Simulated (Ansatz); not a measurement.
# A computed series for hypothetical I4_132 Ge: pressure series

The parent structure is Ge (space group I4_132, No. 214; a hypothetical phase, not in the database extracts checked).

```yaml
crystal:
  lattice:
    - [-3.46076, 3.46076, 3.46076]
    - [3.46076, -3.46076, 3.46076]
    - [3.46076, 3.46076, -3.46076]
  atoms:
    - { symbol: Ge, position: [0.00000, 0.25000, 0.50000] }
    - { symbol: Ge, position: [0.25000, 0.50000, 0.00000] }
    - { symbol: Ge, position: [0.50000, 0.00000, 0.25000] }
    - { symbol: Ge, position: [0.25000, 0.25000, 0.25000] }
```

Cell and atoms are relaxed at each pressure.

Computed with plane-wave PAW DFT at the PBE level (Ansatz, an electronic-structure program, 420 eV), scalar-relativistic without spin-orbit coupling.

| P (GPa) | V (Å³/atom) |
|---|---|
| -1.99 | 46.780 |
| -1.00 | 43.607 |
| 0.30 | 40.906 |
| 0.71 | 40.245 |
| 1.52 | 39.075 |
| 3.00 | 37.333 |
| 5.00 | 35.520 |
| 7.50 | 33.775 |
| 10.01 | 32.365 |

A third-order Birch–Murnaghan fit to these points gives V₀ = 41.46 Å³/atom, B₀ = 22 GPa and B₀′ = 4.8. At pressure 10 GPa the volume is 78.1 % of V₀.

Load acts through the strain it causes; cell and atoms are relaxed under it. Whether these cells are dynamically stable was not tested. No other phases were tried under pressure.
